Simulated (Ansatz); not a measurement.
Al2O3 (R-3, No. 148, 10 atoms in the cell; start mp-754624; a measured phase of this formula has another space group), treated with r²SCAN (Ansatz, a first-principles code, plane waves, PAW).

Settings: plane-wave cutoff 560 eV, 8×8×8 k mesh, Fermi–Dirac smearing 0.01 eV, scalar-relativistic PAW data made under PBE.

Cell (relaxed at this level):

```yaml
crystal:
  lattice:
    - [2.40083, 1.38612, 4.46821]
    - [-2.40083, 1.38612, 4.46821]
    - [0.00000, -2.77224, 4.46821]
  atoms:
    - { symbol: Al, position: [0.00000, 0.00000, 0.00000] }
    - { symbol: Al, position: [0.50000, 0.50000, 0.50000] }
    - { symbol: Al, position: [0.30674, 0.30674, 0.30674] }
    - { symbol: Al, position: [0.69326, 0.69326, 0.69326] }
    - { symbol: O, position: [0.27941, 0.89234, 0.60373] }
    - { symbol: O, position: [0.72059, 0.10766, 0.39627] }
    - { symbol: O, position: [0.89234, 0.60373, 0.27941] }
    - { symbol: O, position: [0.10766, 0.39627, 0.72059] }
    - { symbol: O, position: [0.60373, 0.27941, 0.89234] }
    - { symbol: O, position: [0.39627, 0.72059, 0.10766] }
```

Task: What does this level give for the band gap?

Result: 
band gap: 6.90 eV (on the SCF k mesh)

Note: the relaxation could not lower the start's symmetry, so the cell can be a saddle point above a distorted one.

Computed values are for the static lattice.

A start named mp-… is a Materials Project structure, which need not be a measured phase.
